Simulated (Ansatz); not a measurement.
**Ta under a change: H interstitial (started 1.75 Å from the nearest host atom)**

The parent structure is a 12-atom supercell of Ta in the bcc (W type) structure (space group Im-3m, No. 229; a = 3.320 Å) at its relaxed geometry.

Now apply this change: a neutral H interstitial (started 1.75 Å from the nearest host atom), atoms relaxed at fixed cell, starting from a slightly rattled geometry.

Level of theory: PBE (Ansatz, a program for electronic structure, PAW, no SOC). Settings: 7×7×5 k-points, 0.05 eV Fermi–Dirac smearing.

| quantity | base | changed | shift |
|---|---|---|---|
| pressure | -0.1 GPa | 2.5 GPa | +2.6 GPa |
| largest displacement of a host atom from its site in the perfect cell | – | 0.06 Å | – |
| final site of the added atom | – | 4 Ta at 1.91 Å | – |

The cell is small, so the values are those of an ordered compound at a high defect concentration; dilute-limit values will differ. All final runs are without spin polarisation. An odd electron count without spin: Ta12H. The defect cell is not spin-polarised.
